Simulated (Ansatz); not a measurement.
Start from WS$_{2}$ in the 2H-MoS2 type structure (space group P6_3/mmc, No. 194; a = 3.115 Å, c = 11.773 Å; layered, stacked along the Cartesian z axis). Axes: x lies along a and z along c of the hexagonal cell.

Perturbation: tensile biaxial strain of 0.70 % in the plane normal to [001], as in epitaxy on a mismatched substrate; the out-of-plane cell vector and the atoms relax.

Levels (all Ansatz, a first-principles code, PAW): PBEsol-D3(BJ) (420 eV, spin-orbit coupling left out); r2SCAN (500 eV, scalar-relativistic without spin-orbit coupling); HSE06 (420 eV, spin-orbit coupling left out).

One geometry, relaxed with PBEsol-D3(BJ), under each level:

```csv
level,band gap,lowest conduction level above the VBM at special points
PBEsol-D3(BJ),0.66 eV,K 1.10 eV; H 1.10 eV; A 2.09 eV; Γ 2.12 eV
r2SCAN,?,?
HSE06,1.19 eV,K 1.57 eV; H 1.57 eV; A 2.76 eV; Γ 2.73 eV
```

**Question.** Give the withheld r2SCAN results.

**Answer.** 
- r2SCAN, band gap: 0.81 eV
- r2SCAN, lowest conduction level above the VBM at special points: K 1.20 eV; H 1.20 eV; A 2.23 eV; Γ 2.22 eV

Single points use the geometry relaxed with PBEsol-D3(BJ). HSE06 was sampled on its mesh, a few special points and the semilocal edge points, so its gap is an upper bound. Spin-orbit coupling, missing from the scalar runs, can matter with W. Stability against distortions was not tested.
